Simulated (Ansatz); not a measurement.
## Point defects in GaP

Start from an 8-atom supercell of GaP in the zinc blende structure (space group F-43m, No. 216; a = 5.439 Å) at its relaxed geometry.

One neutral defect a cell, atoms relaxed at fixed cell.

Calculations: Kohn–Sham DFT with the PBEsol functional, run in Ansatz (a program for electronic structure) with PAW and 420 eV plane waves, without spin-orbit coupling, earlier PAW set.

| variant | pressure | largest displacement of a host atom from its site in the perfect cell |
|---|---|---|
| perfect supercell | 0.0 GPa | – |
| Ag on a Ga site | 1.3 GPa | 0.04 Å |
| P vacancy | -4.0 GPa | 0.52 Å |
| P on a Ga site (antisite) | 0.0 GPa | [?] |

Q: Complete the table.

A: 
- P on a Ga site (antisite), largest displacement of a host atom from its site in the perfect cell: 0.01 Å

The magnetic state is the one reached from the starting moments; the real material's order can differ, and small cells can't hold many antiferromagnetic ones. The cell is small, so the values are those of an ordered compound at a high defect concentration; dilute-limit values will differ. A case with no gap was solved on a k-mesh chosen for an insulator, which is coarse for it. Starting moments died away, wholly or in part, for Ag on a Ga site, P vacancy and P on a Ga site (antisite); another magnetic solution may exist.
